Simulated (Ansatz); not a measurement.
**One As atom on a Si site, 4x4x4 cubic cells, neutral, without spin**

Geometry as solved with Ansatz (a first-principles code) with PBE, support functions at accuracy medium on the grid of 420 eV.

```xyz
512
Lattice="21.88 0.00 0.00 0.00 21.88 0.00 0.00 0.00 21.88" Properties=species:S:1:pos:R:3 pbc="T T T"
Si     0.00     0.00     0.00
Si     1.37     1.37     1.37
Si     2.74     2.74     0.00
Si     4.10     4.10     1.37
Si     2.74     0.00     2.74
Si     4.10     1.37     4.10
Si     0.00     2.74     2.74
Si     1.37     4.10     4.10
Si     0.00     0.00     5.47
Si     1.37     1.37     6.84
Si     2.74     2.74     5.47
Si     4.10     4.10     6.84
Si     2.73     0.00     8.21
Si     4.10     1.37     9.57
Si     0.00     2.73     8.21
Si     1.37     4.10     9.57
Si     0.00     0.00    10.94
Si     1.37     1.37    12.31
Si     2.73     2.73    10.94
Si     4.10     4.10    12.31
Si     2.73     0.00    13.67
Si     4.10     1.37    15.04
Si     0.00     2.73    13.67
Si     1.37     4.10    15.04
Si     0.00     0.00    16.41
Si     1.37     1.37    17.78
Si     2.73     2.73    16.41
Si     4.10     4.10    17.78
Si     2.74     0.00    19.14
Si     4.10     1.37    20.51
Si     0.00     2.74    19.14
Si     1.37     4.10    20.51
Si     0.00     5.47     0.00
Si     1.37     6.84     1.37
Si     2.73     8.21     0.00
Si     4.10     9.57     1.37
Si     2.74     5.47     2.74
Si     4.10     6.84     4.10
Si     0.00     8.21     2.73
Si     1.37     9.57     4.10
Si     0.00     5.47     5.47
Si     1.37     6.84     6.84
Si     2.73     8.21     5.47
Si     4.10     9.57     6.84
Si     2.73     5.47     8.20
Si     4.10     6.84     9.57
Si     0.00     8.20     8.20
Si     1.37     9.57     9.57
Si     0.00     5.47    10.94
Si     1.37     6.84    12.31
Si     2.73     8.20    10.94
Si     4.10     9.57    12.31
Si     2.73     5.47    13.67
Si     4.10     6.84    15.04
Si     0.00     8.20    13.68
Si     1.37     9.57    15.04
Si     0.00     5.47    16.41
Si     1.37     6.84    17.78
Si     2.73     8.21    16.41
Si     4.10     9.57    17.78
Si     2.73     5.47    19.14
Si     4.10     6.84    20.51
Si     0.00     8.21    19.15
Si     1.37     9.57    20.51
Si     0.00    10.94     0.00
Si     1.37    12.31     1.37
Si     2.73    13.67     0.00
Si     4.10    15.04     1.37
Si     2.74    10.94     2.74
Si     4.10    12.31     4.10
Si     0.00    13.67     2.73
Si     1.37    15.04     4.10
Si     0.00    10.94     5.47
Si     1.37    12.31     6.84
Si     2.73    13.67     5.47
Si     4.10    15.04     6.84
Si     2.73    10.94     8.20
Si     4.10    12.31     9.57
Si     0.00    13.67     8.20
Si     1.37    15.04     9.57
Si     0.00    10.94    10.94
Si     1.37    12.31    12.31
Si     2.73    13.67    10.94
Si     4.10    15.04    12.31
Si     2.73    10.94    13.68
Si     4.10    12.31    15.04
Si     0.00    13.68    13.68
Si     1.37    15.04    15.04
Si     0.00    10.94    16.41
Si     1.37    12.31    17.78
Si     2.73    13.67    16.41
Si     4.10    15.04    17.78
Si     2.74    10.94    19.14
Si     4.10    12.31    20.51
Si     0.00    13.67    19.15
Si     1.37    15.04    20.51
Si     0.00    16.41     0.00
Si     1.37    17.78     1.37
Si     2.74    19.14     0.00
Si     4.10    20.51     1.37
Si     2.73    16.41     2.74
Si     4.10    17.78     4.10
Si     0.00    19.14     2.74
Si     1.37    20.51     4.10
Si     0.00    16.41     5.47
Si     1.37    17.78     6.84
Si     2.74    19.14     5.47
Si     4.10    20.51     6.84
Si     2.73    16.41     8.21
Si     4.10    17.78     9.57
Si     0.00    19.15     8.21
Si     1.37    20.51     9.57
Si     0.00    16.41    10.94
Si     1.37    17.78    12.31
Si     2.74    19.14    10.94
Si     4.10    20.51    12.31
Si     2.73    16.41    13.67
Si     4.10    17.78    15.04
Si     0.00    19.15    13.67
Si     1.37    20.51    15.04
Si     0.00    16.41    16.41
Si     1.37    17.78    17.78
Si     2.74    19.14    16.41
Si     4.10    20.51    17.78
Si     2.74    16.41    19.14
Si     4.10    17.78    20.51
Si     0.00    19.14    19.14
Si     1.37    20.51    20.51
Si     5.47     0.00     0.00
Si     6.84     1.37     1.37
Si     8.21     2.73     0.00
Si     9.57     4.10     1.37
Si     8.21     0.00     2.73
Si     9.57     1.37     4.10
Si     5.47     2.74     2.74
Si     6.84     4.10     4.10
Si     5.47     0.00     5.47
Si     6.84     1.37     6.84
Si     8.21     2.73     5.47
Si     9.57     4.10     6.84
Si     8.20     0.00     8.20
Si     9.57     1.37     9.57
Si     5.47     2.73     8.21
Si     6.84     4.10     9.57
Si     5.47     0.00    10.94
Si     6.84     1.37    12.31
Si     8.20     2.73    10.94
Si     9.57     4.10    12.31
Si     8.20     0.00    13.68
Si     9.57     1.37    15.04
Si     5.47     2.73    13.67
Si     6.84     4.10    15.04
Si     5.47     0.00    16.41
Si     6.84     1.37    17.78
Si     8.21     2.73    16.41
Si     9.57     4.10    17.78
Si     8.21     0.00    19.15
Si     9.57     1.37    20.51
Si     5.47     2.73    19.15
Si     6.84     4.10    20.51
Si     5.47     5.47     0.00
Si     6.84     6.84     1.37
Si     8.20     8.20     0.00
Si     9.57     9.57     1.37
Si     8.21     5.47     2.73
Si     9.57     6.84     4.10
Si     5.47     8.21     2.73
Si     6.84     9.57     4.10
Si     5.47     5.47     5.47
Si     6.84     6.84     6.84
Si     8.20     8.20     5.47
Si     9.57     9.57     6.83
Si     8.20     5.46     8.20
Si     9.57     6.83     9.57
Si     5.46     8.20     8.20
Si     6.83     9.57     9.57
Si     5.47     5.47    10.94
Si     6.83     6.83    12.31
Si     8.19     8.19    10.92
Si     9.53     9.53    12.35
Si     8.20     5.47    13.67
Si     9.57     6.84    15.04
Si     5.47     8.20    13.67
Si     6.83     9.57    15.04
Si     5.47     5.47    16.41
Si     6.84     6.84    17.78
Si     8.21     8.20    16.41
Si     9.57     9.57    17.78
Si     8.21     5.47    19.15
Si     9.57     6.84    20.51
Si     5.47     8.21    19.15
Si     6.84     9.57    20.51
Si     5.47    10.94     0.00
Si     6.84    12.31     1.37
Si     8.20    13.68     0.00
Si     9.57    15.04     1.37
Si     8.20    10.94     2.73
Si     9.57    12.31     4.10
Si     5.47    13.67     2.73
Si     6.84    15.04     4.10
Si     5.47    10.94     5.47
Si     6.84    12.31     6.84
Si     8.21    13.67     5.47
Si     9.57    15.04     6.84
Si     8.19    10.92     8.20
Si     9.53    12.35     9.53
Si     5.47    13.67     8.20
Si     6.84    15.04     9.57
Si     5.46    10.94    10.94
Si     6.83    12.31    12.31
Si     8.20    13.68    10.96
Si     9.57    15.05    12.31
Si     8.19    10.95    13.69
Si     9.57    12.31    15.05
Si     5.47    13.68    13.68
Si     6.84    15.04    15.04
Si     5.47    10.94    16.41
Si     6.84    12.31    17.78
Si     8.20    13.68    16.42
Si     9.57    15.04    17.78
Si     8.20    10.94    19.15
Si     9.57    12.31    20.51
Si     5.47    13.67    19.15
Si     6.84    15.04    20.51
Si     5.47    16.41     0.00
Si     6.84    17.78     1.37
Si     8.21    19.15     0.00
Si     9.57    20.51     1.37
Si     8.21    16.41     2.73
Si     9.57    17.78     4.10
Si     5.47    19.15     2.74
Si     6.84    20.51     4.10
Si     5.47    16.41     5.47
Si     6.84    17.78     6.84
Si     8.21    19.15     5.47
Si     9.57    20.51     6.84
Si     8.21    16.41     8.20
Si     9.57    17.78     9.57
Si     5.47    19.14     8.21
Si     6.84    20.51     9.57
Si     5.47    16.41    10.94
Si     6.84    17.78    12.31
Si     8.21    19.15    10.94
Si     9.57    20.51    12.31
Si     8.20    16.41    13.68
Si     9.57    17.78    15.04
Si     5.47    19.15    13.67
Si     6.84    20.51    15.04
Si     5.47    16.41    16.41
Si     6.84    17.78    17.78
Si     8.21    19.15    16.41
Si     9.57    20.51    17.78
Si     8.21    16.41    19.15
Si     9.57    17.78    20.51
Si     5.47    19.14    19.14
Si     6.84    20.51    20.51
Si    10.94     0.00     0.00
Si    12.31     1.37     1.37
Si    13.67     2.73     0.00
Si    15.04     4.10     1.37
Si    13.67     0.00     2.73
Si    15.04     1.37     4.10
Si    10.94     2.74     2.74
Si    12.31     4.10     4.10
Si    10.94     0.00     5.47
Si    12.31     1.37     6.84
Si    13.67     2.73     5.47
Si    15.04     4.10     6.84
Si    13.68     0.00     8.20
Si    15.04     1.37     9.57
Si    10.94     2.73     8.20
Si    12.31     4.10     9.57
Si    10.94     0.00    10.94
Si    12.31     1.37    12.31
Si    13.68     2.73    10.94
Si    15.04     4.10    12.31
Si    13.68     0.00    13.68
Si    15.04     1.37    15.04
Si    10.94     2.73    13.68
Si    12.31     4.10    15.04
Si    10.94     0.00    16.41
Si    12.31     1.37    17.78
Si    13.67     2.73    16.41
Si    15.04     4.10    17.78
Si    13.67     0.00    19.15
Si    15.04     1.37    20.51
Si    10.94     2.74    19.14
Si    12.31     4.10    20.51
Si    10.94     5.47     0.00
Si    12.31     6.84     1.37
Si    13.68     8.20     0.00
Si    15.04     9.57     1.37
Si    13.67     5.47     2.73
Si    15.04     6.84     4.10
Si    10.94     8.20     2.73
Si    12.31     9.57     4.10
Si    10.94     5.47     5.47
Si    12.31     6.84     6.84
Si    13.68     8.20     5.47
Si    15.04     9.57     6.84
Si    13.67     5.47     8.21
Si    15.04     6.84     9.57
Si    10.92     8.19     8.20
Si    12.35     9.53     9.53
Si    10.94     5.46    10.94
Si    12.31     6.83    12.31
Si    13.68     8.20    10.96
Si    15.05     9.57    12.31
Si    13.68     5.47    13.68
Si    15.04     6.84    15.04
Si    10.95     8.20    13.69
Si    12.31     9.57    15.05
Si    10.94     5.47    16.41
Si    12.31     6.84    17.78
Si    13.68     8.20    16.41
Si    15.04     9.57    17.78
Si    13.67     5.47    19.15
Si    15.04     6.84    20.51
Si    10.94     8.20    19.15
Si    12.31     9.57    20.51
Si    10.94    10.94     0.00
Si    12.31    12.31     1.37
Si    13.68    13.68     0.00
Si    15.04    15.04     1.37
Si    13.68    10.94     2.73
Si    15.04    12.31     4.10
Si    10.94    13.68     2.73
Si    12.31    15.04     4.10
Si    10.94    10.94     5.46
Si    12.31    12.31     6.83
Si    13.68    13.68     5.47
Si    15.04    15.04     6.84
Si    13.68    10.96     8.20
Si    15.05    12.31     9.57
Si    10.96    13.69     8.20
Si    12.31    15.05     9.57
As    10.94    10.94    10.94
Si    12.35    12.35    12.35
Si    13.69    13.69    10.92
Si    15.05    15.05    12.31
Si    13.68    10.93    13.68
Si    15.04    12.31    15.04
Si    10.93    13.69    13.69
Si    12.31    15.05    15.04
Si    10.94    10.94    16.42
Si    12.31    12.31    17.78
Si    13.67    13.67    16.41
Si    15.04    15.04    17.78
Si    13.68    10.94    19.15
Si    15.04    12.31    20.51
Si    10.94    13.68    19.15
Si    12.31    15.04    20.51
Si    10.94    16.41     0.00
Si    12.31    17.78     1.37
Si    13.67    19.15     0.00
Si    15.04    20.51     1.37
Si    13.67    16.41     2.73
Si    15.04    17.78     4.10
Si    10.94    19.14     2.74
Si    12.31    20.51     4.10
Si    10.94    16.41     5.47
Si    12.31    17.78     6.84
Si    13.67    19.15     5.47
Si    15.04    20.51     6.84
Si    13.68    16.42     8.20
Si    15.04    17.78     9.57
Si    10.94    19.15     8.20
Si    12.31    20.51     9.57
Si    10.94    16.42    10.94
Si    12.31    17.78    12.31
Si    13.68    19.15    10.94
Si    15.04    20.51    12.31
Si    13.68    16.41    13.67
Si    15.04    17.78    15.04
Si    10.94    19.15    13.68
Si    12.31    20.51    15.04
Si    10.94    16.41    16.41
Si    12.31    17.78    17.78
Si    13.67    19.15    16.41
Si    15.04    20.51    17.78
Si    13.67    16.41    19.15
Si    15.04    17.78    20.51
Si    10.94    19.14    19.14
Si    12.31    20.51    20.51
Si    16.41     0.00     0.00
Si    17.78     1.37     1.37
Si    19.14     2.74     0.00
Si    20.51     4.10     1.37
Si    19.14     0.00     2.74
Si    20.51     1.37     4.10
Si    16.41     2.73     2.74
Si    17.78     4.10     4.10
Si    16.41     0.00     5.47
Si    17.78     1.37     6.84
Si    19.15     2.73     5.47
Si    20.51     4.10     6.84
Si    19.15     0.00     8.21
Si    20.51     1.37     9.57
Si    16.41     2.73     8.21
Si    17.78     4.10     9.57
Si    16.41     0.00    10.94
Si    17.78     1.37    12.31
Si    19.14     2.74    10.94
Si    20.51     4.10    12.31
Si    19.15     0.00    13.67
Si    20.51     1.37    15.04
Si    16.41     2.73    13.67
Si    17.78     4.10    15.04
Si    16.41     0.00    16.41
Si    17.78     1.37    17.78
Si    19.14     2.74    16.41
Si    20.51     4.10    17.78
Si    19.14     0.00    19.14
Si    20.51     1.37    20.51
Si    16.41     2.74    19.14
Si    17.78     4.10    20.51
Si    16.41     5.47     0.00
Si    17.78     6.84     1.37
Si    19.15     8.21     0.00
Si    20.51     9.57     1.37
Si    19.15     5.47     2.73
Si    20.51     6.84     4.10
Si    16.41     8.21     2.73
Si    17.78     9.57     4.10
Si    16.41     5.47     5.47
Si    17.78     6.84     6.84
Si    19.15     8.21     5.47
Si    20.51     9.57     6.84
Si    19.15     5.47     8.21
Si    20.51     6.84     9.57
Si    16.41     8.21     8.21
Si    17.78     9.57     9.57
Si    16.41     5.47    10.94
Si    17.78     6.84    12.31
Si    19.15     8.20    10.94
Si    20.51     9.57    12.31
Si    19.14     5.47    13.67
Si    20.51     6.84    15.04
Si    16.41     8.20    13.68
Si    17.78     9.57    15.04
Si    16.41     5.47    16.41
Si    17.78     6.84    17.78
Si    19.15     8.21    16.41
Si    20.51     9.57    17.78
Si    19.14     5.47    19.14
Si    20.51     6.84    20.51
Si    16.41     8.21    19.15
Si    17.78     9.57    20.51
Si    16.41    10.94     0.00
Si    17.78    12.31     1.37
Si    19.15    13.67     0.00
Si    20.51    15.04     1.37
Si    19.15    10.94     2.73
Si    20.51    12.31     4.10
Si    16.41    13.67     2.73
Si    17.78    15.04     4.10
Si    16.41    10.94     5.47
Si    17.78    12.31     6.84
Si    19.15    13.67     5.47
Si    20.51    15.04     6.84
Si    19.15    10.94     8.20
Si    20.51    12.31     9.57
Si    16.42    13.68     8.20
Si    17.78    15.04     9.57
Si    16.42    10.94    10.94
Si    17.78    12.31    12.31
Si    19.15    13.68    10.94
Si    20.51    15.04    12.31
Si    19.15    10.94    13.68
Si    20.51    12.31    15.04
Si    16.41    13.68    13.67
Si    17.78    15.04    15.04
Si    16.41    10.94    16.41
Si    17.78    12.31    17.78
Si    19.15    13.67    16.41
Si    20.51    15.04    17.78
Si    19.14    10.94    19.14
Si    20.51    12.31    20.51
Si    16.41    13.67    19.15
Si    17.78    15.04    20.51
Si    16.41    16.41     0.00
Si    17.78    17.78     1.37
Si    19.14    19.14     0.00
Si    20.51    20.51     1.37
Si    19.14    16.41     2.74
Si    20.51    17.78     4.10
Si    16.41    19.14     2.74
Si    17.78    20.51     4.10
Si    16.41    16.41     5.47
Si    17.78    17.78     6.84
Si    19.14    19.14     5.47
Si    20.51    20.51     6.84
Si    19.15    16.41     8.21
Si    20.51    17.78     9.57
Si    16.41    19.15     8.21
Si    17.78    20.51     9.57
Si    16.41    16.41    10.94
Si    17.78    17.78    12.31
Si    19.15    19.15    10.94
Si    20.51    20.51    12.31
Si    19.15    16.41    13.67
Si    20.51    17.78    15.04
Si    16.41    19.15    13.67
Si    17.78    20.51    15.04
Si    16.41    16.41    16.41
Si    17.78    17.78    17.78
Si    19.15    19.15    16.41
Si    20.51    20.51    17.78
Si    19.15    16.41    19.15
Si    20.51    17.78    20.51
Si    16.41    19.15    19.15
Si    17.78    20.51    20.51
```
